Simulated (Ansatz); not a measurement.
MgS (R-3m), Ansatz (an electronic-structure program) with PBEsol with spin-orbit coupling, rigid bands: Condition of this run: uniaxial stress along [111] of -1 GPa (compression positive) (the target of the relaxation). band gap 2.66 eV, N_c = 1.57e19 cm⁻³ and N_v = 5.09e19 cm⁻³ at 300 K, conductivity masses of 0.353 mₑ (electrons) and 1.10 mₑ (holes). Take k_BT = 0.02585 eV.

Find the intrinsic carrier density and the intrinsic Fermi level.

n_i = √(N_c N_v) exp(−E_g/2k_BT) = 2.83e19 × exp(−51.45) = 1.3e-3 cm⁻³. The level lies (k_BT/2) ln(N_v/N_c) = 15 meV from mid-gap (positive towards the conduction band). Each 0.1 eV added to the gap lowers n_i by a factor of 6.9.

A film of it is 3 nm thick. Estimate the confinement energies in an infinite well.

ħ²π²/(2m t²) = 0.376 eV·nm²/(m/mₑ × t²) gives 118 meV for electrons and 38.0 meV for holes, so the gap would widen to about 2.82 eV. Finite barriers and nonparabolic bands lower this, and with several valleys or bands the heaviest mass along the normal sets the lowest level, not this average.

What thermal injection velocity √(2k_BT/πm) limits a ballistic channel?

9.06e6 cm/s for electrons and 5.13e6 cm/s for holes, a ratio of √(m_h/m_e) = 1.77, for dilute carriers.

Rigid, parabolic bands with the computed gap; masses take one relaxation time for all states.
